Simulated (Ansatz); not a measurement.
Pressure series in hypothetical zinc blende BiP

The parent structure is BiP in the zinc blende structure (space group F-43m, No. 216; a = 6.501 Å; a hypothetical phase, not in the database extracts checked).

Cell and atoms are relaxed at each pressure.

Calculations: PBE, PAW, 420 eV (Ansatz, an electronic-structure program; no spin-orbit coupling).

Notes on the quantities. enthalpy: H = E + PV relative to the base's energy.

```json
[
 {"case": "base", "enthalpy": "–", "shortest interatomic distance": "2.815 Å"},
 {"case": "pressure −2 GPa", "enthalpy": "-0.44 eV/atom", "shortest interatomic distance": "2.865 Å"},
 {"case": "pressure −1 GPa", "enthalpy": "-0.22 eV/atom", "shortest interatomic distance": "2.839 Å"},
 {"case": "pressure 0.9 GPa", "enthalpy": "+0.19 eV/atom", "shortest interatomic distance": "2.796 Å"},
 {"case": "pressure 2.1 GPa", "enthalpy": "+0.44 eV/atom", "shortest interatomic distance": "2.773 Å"},
 {"case": "pressure 4.5 GPa", "enthalpy": "+0.92 eV/atom", "shortest interatomic distance": "…"},
 {"case": "pressure 9 GPa", "enthalpy": "+1.77 eV/atom", "shortest interatomic distance": "2.672 Å"},
 {"case": "pressure 15 GPa", "enthalpy": "+2.83 eV/atom", "shortest interatomic distance": "2.610 Å"},
 {"case": "pressure 22.5 GPa", "enthalpy": "+4.07 eV/atom", "shortest interatomic distance": "2.549 Å"},
 {"case": "pressure 30 GPa", "enthalpy": "+5.23 eV/atom", "shortest interatomic distance": "2.501 Å"}
]
```

Complete the table.


- pressure 4.5 GPa, shortest interatomic distance: 2.733 Å

Load acts through the strain it causes; cell and atoms are relaxed under it. Whether these cells are dynamically stable was not tested. Competing high-pressure phases were not computed. The final runs are not spin-polarised.
